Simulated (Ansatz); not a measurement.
Here is the system:

End structure of a constructed model of the (111)A surface of 3C silicon carbide, Si-terminated, (√3x√3)R30° C adatom at T4 (bottom of the slab: 3 H on 3 bottom sites):

```yaml
crystal:
  lattice:
    - [4.64569, 2.68219, 0.00000]
    - [-4.64569, 2.68219, 0.00000]
    - [0.00000, 0.00000, 26.50000]
  atoms:
    - { symbol: C, position: [0.00000, 0.00000, 0.34762] }
    - { symbol: C, position: [0.33333, 0.66667, 0.34762] }
    - { symbol: C, position: [0.66667, 0.33333, 0.34762] }
    - { symbol: Si, position: [0.00000, 0.33333, 0.37147] }
    - { symbol: Si, position: [0.33333, 0.00000, 0.37147] }
    - { symbol: Si, position: [0.66667, 0.66667, 0.37147] }
    - { symbol: C, position: [0.00000, 0.33271, 0.44301] }
    - { symbol: C, position: [0.33271, 0.00000, 0.44301] }
    - { symbol: C, position: [0.66729, 0.66729, 0.44301] }
    - { symbol: Si, position: [0.00000, 0.66503, 0.46644] }
    - { symbol: Si, position: [0.33497, 0.33497, 0.46644] }
    - { symbol: Si, position: [0.66503, 0.00000, 0.46644] }
    - { symbol: C, position: [0.00000, 0.66274, 0.53859] }
    - { symbol: C, position: [0.33726, 0.33726, 0.53859] }
    - { symbol: C, position: [0.66274, 0.00000, 0.53859] }
    - { symbol: Si, position: [0.00000, 0.00000, 0.55695] }
    - { symbol: Si, position: [0.33333, 0.66667, 0.56278] }
    - { symbol: Si, position: [0.66667, 0.33333, 0.56278] }
    - { symbol: C, position: [0.00000, 0.00000, 0.62612] }
    - { symbol: C, position: [0.33333, 0.66667, 0.63864] }
    - { symbol: C, position: [0.66667, 0.33333, 0.63864] }
    - { symbol: Si, position: [0.00000, 0.31985, 0.65705] }
    - { symbol: Si, position: [0.31985, 0.00000, 0.65705] }
    - { symbol: Si, position: [0.68015, 0.68015, 0.65705] }
    - { symbol: H, position: [0.00000, 0.00000, 0.30599] }
    - { symbol: H, position: [0.33333, 0.66667, 0.30599] }
    - { symbol: H, position: [0.66667, 0.33333, 0.30599] }
    - { symbol: C, position: [0.00000, 0.00000, 0.69205] }
```

Slab: 28 atoms, 10.3 Å thick at the start with caps and adatoms (thin: gaps and levels are the slab's own); k 6x6x1, smearing 0.025 eV, dipole-corrected; 6 atoms held, the rest relaxed; symmetry of the start imposed; spin-polarised, no spin-orbit, no U. The slab shows no gap on its mesh. The starting moment vanished. In PBE it is, or lies within 0.01 eV a 1x1 cell of, the lowest of the 2 structures of its composition computed so far; subsurface sites and larger cells were not tried.

What is the computed work function of the top face (PBE run with Ansatz, an electronic-structure program)?

2.99 eV
